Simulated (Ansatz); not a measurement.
A series of runs on NaZnCl₃ (Pm-3m, 5 atoms in the cell)

```cif
data_Cl3NaZn
_chemical_formula_sum 'Na1 Zn1 Cl3'
_space_group_name_H-M_alt 'P 1'
_space_group_IT_number 1
_cell_length_a 4.64494
_cell_length_b 4.64494
_cell_length_c 4.64494
_cell_angle_alpha 90.000
_cell_angle_beta 90.000
_cell_angle_gamma 90.000
loop_
_space_group_symop_operation_xyz
  'x, y, z'
loop_
_atom_site_label
_atom_site_type_symbol
_atom_site_fract_x
_atom_site_fract_y
_atom_site_fract_z
_atom_site_occupancy
Na1 Na 0.00000 0.00000 0.00000 1
Zn1 Zn 0.50000 0.50000 0.50000 1
Cl1 Cl 0.00000 0.50000 0.50000 1
Cl2 Cl 0.50000 0.50000 0.00000 1
Cl3 Cl 0.50000 0.00000 0.50000 1
```

Base run A: PBE in Ansatz (an electronic-structure program), self-consistent single point.

Its settings: kpoints.mp_grid.grid = 6 6 6; hamiltonian.xc = pbe; hamiltonian.pseudopotentials = {kind: paw} (the program's default PAW files); scf.occupations.method = cold; scf.occupations.width = 0.05 eV.

The starting cell was generated: these elements placed on a structure prototype, without a prior relaxation; it need not be a known phase or ordering of this composition. In the base run, with a pressure of about 9 GPa the cell is away from its equilibrium volume at this level. Ansatz's pressure includes its estimate of the finite-basis (Pulay) stress.

Runs:
- B: hamiltonian.xc: pbe → lda [LDA (PW92)]
- C: hamiltonian.xc: pbe → pbesol [PBEsol]
- D: hamiltonian.xc: pbe → rpbe [RPBE]
- E: hamiltonian.xc: pbe → revpbe [revPBE]
- F: hamiltonian.xc: pbe → blyp [BLYP]
- G: hamiltonian.xc: pbe → r2scan [r2SCAN]

```csv
run,pressure (GPa),gap on the mesh (eV)
A,9.18,1.799
B,3.89,1.541
C,?,1.670
D,11.56,1.927
E,11.06,1.896
F,12.07,1.791
G,?,2.424
```

Question: Fill in the missing entries.

Answer: 
- C, pressure (GPa): 6.33
- G, pressure (GPa): 7.82

Keys are those of Ansatz 0.2.
